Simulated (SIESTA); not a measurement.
A self-consistent single point of AlCo (Pm-3m, 2 atoms in the cell) with SIESTA.

Level of theory: GGA PBE, numerical atomic orbitals TZP, PseudoDojo PBE standard norm-conserving potentials (rewritten from UPF to PSML) in SIESTA 5.4.2.

```yaml
crystal:
  lattice:
    - [2.79882, 0.00000, 0.00000]
    - [0.00000, 2.79882, 0.00000]
    - [0.00000, 0.00000, 2.79882]
  atoms:
    - { symbol: Al, position: [0.00000, 0.00000, 0.00000] }
    - { symbol: Co, position: [0.50000, 0.50000, 0.50000] }
```

Reference input (self-consistent single point, DFT, GGA PBE, numerical atomic orbitals TZP, PseudoDojo PBE standard norm-conserving potentials (rewritten from UPF to PSML)): XC.functional = GGA; XC.authors = PBE; potentials = PseudoDojo PBE standard; PAO.BasisSize = TZP; PAO.EnergyShift = 0.005 Ry; MeshCutoff = 350 Ry; kgrid.MonkhorstPack = 9 9 9 shifted by 0.5 0.5 0.5; OccupationFunction = FD; ElectronicTemperature = 100 meV; MaxSCFIterations = 150; SCF.Mixer.Method = Pulay; SCF.Mixer.Weight = 0.2. This run's input differs from it in these lines:

```diff
@@ -33,3 +33,3 @@
 OccupationFunction           FD
-ElectronicTemperature        100.0 meV
+ElectronicTemperature        300.0 meV
```

The program printed (abridged):

```
        iscf     Eharris(eV)        E_KS(eV)     FreeEng(eV)     dDmax    Ef(eV) dHmax(eV)
   scf:    1    -4196.486291    -4222.157138    -4222.473796  1.351058 -4.970619 15.789168
   scf:    2    -4226.029330    -4227.550427    -4227.868353  0.343023 -6.847385  2.853294
   scf:    3    -4227.837271    -4227.798626    -4228.127429  0.041221 -6.522425  0.300522
   scf:    4    -4227.794452    -4227.797715    -4228.139110  0.101119 -6.514256  0.056228
   scf:    5    -4227.797703    -4227.797742    -4228.139168  0.000915 -6.521180  0.008015
   scf:    6    -4227.795815    -4227.796780    -4228.139177  0.001722 -6.523564  0.001100
   scf:    7    -4227.796775    -4227.796778    -4228.139177  0.000148 -6.524217  0.003158
   scf:    8    -4227.796776    -4227.796777    -4228.139177  0.000092 -6.523883  0.000001
SCF Convergence by DM+H criterion
max |DM_out - DM_in|         :     0.0000918219
max |H_out - H_in|      (eV) :     0.0000007729
SCF cycle converged after 8 iterations

Using DM_out to compute the final energy and forces

siesta: E_KS(eV) =            -4227.7968

siesta: E_KS - E_eggbox =     -4227.7968

siesta: Atomic forces (eV/Ang):
     1   -0.000000    0.000000    0.000000
     2    0.000000    0.000000   -0.000000
   Tot    0.000000    0.000000    0.000000
   Max    0.000000
   Res    0.000000    sqrt( Sum f_i^2 / 3N )
   Max    0.000000    constrained

Stress tensor Voigt[x,y,z,yz,xz,xy] (kbar):     -127.75     -127.75     -127.75       -0.00       -0.00       -0.00
(Free)E + p*V (eV/cell)    -4226.3910
Target enthalpy (eV/cell)    -4228.1392

siesta: Program's energy decomposition (eV):
siesta: FreeEng =     -4228.139177

   [... lines left out ...]
siesta:    -0.079737   -0.000000   -0.000000
siesta:    -0.000000   -0.079737    0.000000
siesta:    -0.000000   -0.000000   -0.079737

siesta: Cell volume =         21.924211 Ang**3

siesta: Pressure (static):
siesta:                Solid            Molecule  Units
siesta:           0.00086844          0.00086844  Ry/Bohr**3
siesta:           0.07973659          0.07973659  eV/Ang**3
siesta:         127.75209589        127.75209589  kBar
```

The run converged in 8 iterations. Against the reference run the free energy drops by 64.9 meV/atom and the pressure goes from 10.71 to 12.78 GPa.

The starting cell comes from a database of computed structures (which also holds hypothetical and non-ambient phases and stackings), without a prior relaxation at this level. Its lattice was rescaled by a random factor within 2.5 % of one. Spin polarisation is off. Values carry the incompleteness of an atom-centred basis. With a pressure of about 13 GPa the cell is away from its equilibrium volume at this level.

Cost on one core of a shared machine: roughly 40 s.
